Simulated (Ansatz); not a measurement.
**Carrier properties of BN under load (space group F-43m)**

Here is the system:

```xyz
2
Lattice="0.0000 1.7894 1.7894 1.7894 0.0000 1.7894 1.7894 1.7894 0.0000" Properties=species:S:1:pos:R:3 pbc="T T T"
B      0.0000     0.0000     0.0000
N      0.8947     0.8947     0.8947
```

The numbers are results of r2SCAN, rigid bands (plane waves, PAW, scalar-relativistic; Ansatz, an electronic-structure program), not measurements. Condition of this run: hydrostatic pressure of 9 GPa (compression positive) (the target of the relaxation). Cell: cell and atoms relaxed with PBEsol, then loaded as said.

```
Quantity                                                                                                                                                        Value
---------------------------------------------------------------------------------------------------------------------------------------  ----------------------------
band gap                                                                                                                                                      5.04 eV
electron conductivity mass (300 K, dilute)                                                                                                                    0.38 mₑ
hole conductivity mass (300 K, dilute)                                                                                                                        0.67 mₑ
effective density of states N_c (300 K)                                                                                                                   2.1e19 cm⁻³
effective density of states N_v (300 K)                                                                                                                   8.5e19 cm⁻³
density-of-states mass, electrons                                                                                                                             0.88 mₑ
density-of-states mass, holes                                                                                                                                  2.2 mₑ
Seebeck coefficient, n-type 1e19 cm⁻³, 300 K                                                                                                                -280 μV/K
best n-type power factor at 300 K for τ = 10 fs (best axis; densities from 1e16 to 1e21 cm⁻³ tried, whether or not they can be reached)   8.9 μW/(cm·K²) at 1e20 cm⁻³
Seebeck coefficient, p-type 1e19 cm⁻³, 300 K                                                                                                                 394 μV/K
best p-type power factor at 300 K for τ = 10 fs (best axis; densities from 1e16 to 1e21 cm⁻³ tried, whether or not they can be reached)  19.4 μW/(cm·K²) at 3e20 cm⁻³
```

Rigid bands; masses and Seebeck coefficients take one relaxation time τ for all states and one kind of carrier; polarons and phonon drag are left out. Spin-orbit coupling is left out. Geometry: cell and atoms relaxed with PBEsol.
